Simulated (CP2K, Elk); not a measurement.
An Elk input for a self-consistent single point of Yb (Fm-3m, 1 atom in the cell) (DFT, PBE, all-electron FP-LAPW, Elk's shipped species files, APW+lo basis with extra local orbitals):

```
tasks
  0

xctype
  20

rgkmax
  7.5

gmaxvr
  14.0

nxlo
  2

lorbcnd
  .true.

lmaxi
  3

stype
  3

swidth
  0.00367493

avec
    0.0000000000    5.0918972784    5.0918972784
    5.0918972784    0.0000000000    5.0918972784
    5.0918972784    5.0918972784    0.0000000000

sppath
  './'

atoms
  1   : nspecies
  'Yb.in'   : spfname
  1   : natoms; atposl, bfcmt below
  0.0000000000  0.0000000000  0.0000000000    0.0 0.0 0.0

ngridk
  9 9 9
```

**Question.** Write the same calculation as an input for CP2K.

**Answer.** One input that does it (others would too):

```
&GLOBAL
  PROJECT scf
  RUN_TYPE ENERGY_FORCE
  PRINT_LEVEL MEDIUM
&END GLOBAL
&FORCE_EVAL
  METHOD Quickstep
  STRESS_TENSOR ANALYTICAL
  &DFT
    BASIS_SET_FILE_NAME BASIS_MOLOPT_UCL
    POTENTIAL_FILE_NAME GTH_POTENTIALS
    &QS
      METHOD GPW
      EPS_DEFAULT 1E-10
    &END QS
    &MGRID
      CUTOFF 800
      REL_CUTOFF 40
      NGRIDS 5
    &END MGRID
    &SCF
      SCF_GUESS ATOMIC
      EPS_SCF 1E-6
      MAX_SCF 100
      ADDED_MOS 5
      &DIAGONALIZATION
        ALGORITHM STANDARD
      &END DIAGONALIZATION
      &MIXING
        METHOD BROYDEN_MIXING
        ALPHA 0.2
        NBUFFER 12
        BETA 1
      &END MIXING
      &SMEAR ON
        METHOD FERMI_DIRAC
        ELECTRONIC_TEMPERATURE [K] 1160.45
      &END SMEAR
    &END SCF
    &KPOINTS
      SCHEME MONKHORST-PACK 9 9 9
    &END KPOINTS
    &XC
      &XC_FUNCTIONAL PBE
      &END XC_FUNCTIONAL
    &END XC
    &PRINT
      &MO
        EIGENVALUES T
        OCCUPATION_NUMBERS T
        NDIGITS 8
        FILENAME mo
        &EACH
          QS_SCF 0
        &END EACH
        ADD_LAST NUMERIC
      &END MO
      &MULLIKEN ON
      &END MULLIKEN
    &END PRINT
  &END DFT
  &SUBSYS
    &CELL
      ABC 3.81062100 3.81062160 3.81062137
      ALPHA_BETA_GAMMA 59.99999067 59.99999454 59.99999657
      PERIODIC XYZ
    &END CELL
    &COORD
      Yb       0.00000000     0.00000000     0.00000000
    &END COORD
    &KIND Yb
      BASIS_SET DZVP-MOLOPT-SR-GTH-q24
      POTENTIAL GTH-PBE-q24
    &END KIND
  &END SUBSYS
  &PRINT
    &FORCES ON
    &END FORCES
    &STRESS_TENSOR ON
    &END STRESS_TENSOR
  &END PRINT
&END FORCE_EVAL
```

Basis, cutoffs, solver keys and any potentials are the target program's own. This input uses DFT PBE, GPW, DZVP-MOLOPT-SR-GTH basis, GTH-PBE potentials (GTH_POTENTIALS).

The starting cell has typed, rounded lattice constants, without a prior relaxation at this level. Its lattice was rescaled by a random factor within 2.5 % of one.
